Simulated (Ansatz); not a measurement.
The starting structures come from a database of crystals and need not be the phases stable at ambient conditions.

 Where the default PAW files enter, the runs use the earlier of Ansatz's two default sets.

Inside the gap of an insulator the Bloch states are evanescent, with a wavenumber k + iκ along the transport direction.

Input:

```yaml
crystal:
  lattice:
    - [5.24720, 0.00000, 0.00000]
    - [1.01849, 5.28777, 0.00000]
    - [2.52053, -1.49617, 4.35219]
  atoms:
    - { symbol: Li, position: [0.25974, 0.25000, 0.25974] }
    - { symbol: Li, position: [0.74026, 0.75000, 0.74026] }
    - { symbol: Li, position: [0.57584, 0.25000, 0.57584] }
    - { symbol: Li, position: [0.42416, 0.75000, 0.42416] }
    - { symbol: Zr, position: [0.90870, 0.25000, 0.90870] }
    - { symbol: Zr, position: [0.09130, 0.75000, 0.09130] }
    - { symbol: O, position: [0.00000, 0.00000, 0.50000] }
    - { symbol: O, position: [0.50000, 0.50000, 0.00000] }
    - { symbol: O, position: [0.30800, 0.98826, 0.84376] }
    - { symbol: O, position: [0.69200, 0.01174, 0.15624] }
    - { symbol: O, position: [0.84376, 0.51174, 0.30800] }
    - { symbol: O, position: [0.15624, 0.48826, 0.69200] }
```

Space group of this cell: C2/c. The cell is taken as given.

Transport runs along the normal of the first two printed cell vectors.

The gap is the functional's own. No spin-orbit coupling. Mid-gap values are interpolated on the energy grid.

Task: Predict the band gap and the smallest decay constant κ at mid-gap from Ansatz (a quantum-chemistry and plane-wave program) with r2SCAN.

Result: Gap 4.46 eV on a 8×6×8 mesh; κ = 0.449 1/Å, at the zone centre.
